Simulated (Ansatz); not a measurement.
Take TiTe₂ in the CdI2 type structure (space group P-3m1, No. 164; a = 3.7824 Å, c = 6.6126 Å; layered, stacked along the Cartesian z axis; relaxed with 0.1 eV smearing) as the base. Axes: x lies along a and z along c of the hexagonal cell.

Computed with Ansatz (a quantum-chemistry and plane-wave program), r2SCAN+rVV10, PAW, cutoff 500 eV, no spin-orbit coupling, earlier PAW set.

It is then changed as follows: uniaxial strain ε_yy = −1.80 %, all other strain components held at zero, atoms relaxed at fixed cell.

Predict the stress tensor and what it implies for the stiffness.

Stress of the strained cell less that of the base (GPa, compression positive):
```
    0.4     0.0     0.0
    0.0     1.6     0.1
    0.0     0.1     0.3
```

Then −Δσ_ii/ε with ε = -0.0180 gives secant stiffness values (nonlinear terms included at this strain): C22 ≈ 88 GPa, C12 ≈ 22 GPa and C23 ≈ 18 GPa.

Whether these cells are dynamically stable was not tested. All final runs are without spin polarisation.
